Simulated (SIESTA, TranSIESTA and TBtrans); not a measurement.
## Ru chain with one C atom inserted

System: Ru chain with one C atom inserted. Leads: straight Ru chain, spacing 2.25 Å. Geometry: 3 atoms about the centre moved by SIESTA (PBE, DZP) to a largest force of 0.02 eV/Å, all others as built, motion along the axis alone. Transport runs along z; the first 6 and the last 6 of the 21 atoms are the lead cells, repeated to infinity.

```xyz
21
Lattice="9.000 0.000 0.000 0.000 9.000 0.000 0.000 0.000 46.300" Properties=species:S:1:pos:R:3 pbc="F F T"
Ru     4.500     4.500     0.000
Ru     4.500     4.500     2.250
Ru     4.500     4.500     4.500
Ru     4.500     4.500     6.750
Ru     4.500     4.500     9.000
Ru     4.500     4.500    11.250
Ru     4.500     4.500    13.500
Ru     4.500     4.500    15.750
Ru     4.500     4.500    18.000
Ru     4.500     4.500    20.235
C      4.500     4.500    22.026
Ru     4.500     4.500    23.816
Ru     4.500     4.500    26.050
Ru     4.500     4.500    28.300
Ru     4.500     4.500    30.550
Ru     4.500     4.500    32.800
Ru     4.500     4.500    35.050
Ru     4.500     4.500    37.300
Ru     4.500     4.500    39.550
Ru     4.500     4.500    41.800
Ru     4.500     4.500    44.050
```
Starting moments (μB): atom 7 +1.5, atom 8 +1.5, atom 9 +1.5, atom 10 +1.5, atom 12 +1.5, atom 13 +1.5, atom 14 +1.5, atom 15 +1.5; lead atoms +1.5 (left) and +1.5 (right).

TranSIESTA and TBtrans, PBE, DZP numerical orbitals (energy shift 0.15 eV), PseudoDojo norm-conserving scalar-relativistic potentials, mesh cutoff 200 Ry, 300 K, spin-polarised (collinear), no spin-orbit coupling; self-consistent non-equilibrium Green functions.

```
Quantity                                                       Result
-------------------------------------------------------------  ------
Conductance at 300 K (G0 = 2e²/h)                                2.91
Mean T from −0.5 to 0.5 eV                                       2.91
Spin polarisation of the conductance, (up − down)/(up + down)   -0.03
```

Energies count from the leads' Fermi level. Transmissions are for each spin. The energy step is 0.01 eV; narrower resonances are cut or missed.

| E (eV) | T up | T down | lead channels up | down |
|---|---|---|---|---|
| -2.00 | 2.74 | 2.72 | 3 | 3 |
| -1.80 | 2.81 | 2.74 | 3 | 3 |
| -1.60 | 2.88 | 2.77 | 6 | 3 |
| -1.40 | 2.91 | 2.81 | 6 | 3 |
| -1.20 | 2.92 | 2.87 | 6 | 3 |
| -1.00 | 2.91 | 2.92 | 6 | 4 |
| -0.80 | 2.91 | 2.95 | 6 | 4 |
| -0.60 | 2.89 | 2.96 | 6 | band edge |
| -0.40 | 2.86 | 2.98 | 4 | 6 |
| -0.20 | 2.84 | 3.01 | 4 | 6 |
| 0.00 | 2.82 | 3.01 | 4 | 6 |
| 0.20 | 2.79 | 3.01 | 4 | 6 |
| 0.40 | 2.75 | 3.01 | 4 | 6 |
| 0.60 | 2.70 | 3.02 | 4 | 6 |
| 0.80 | 2.63 | 2.98 | 4 | 4 |
| 1.00 | 2.53 | 2.98 | 4 | 4 |
| 1.20 | 2.41 | 2.96 | 3 | 4 |
| 1.40 | 2.20 | 2.92 | 3 | 4 |
| 1.60 | 1.73 | 2.86 | 3 | 4 |
| 1.80 | 0.87 | 2.77 | 1 | 4 |
| 2.00 | 0.81 | 2.59 | 1 | 3 |

The magnetic order of the leads was set by the start, and no other order was tried; the separate lead runs end at 1.33 (left) and 1.33 (right) μB an atom. The straight chain is held at its spacing; free chains may zigzag or dimerise.
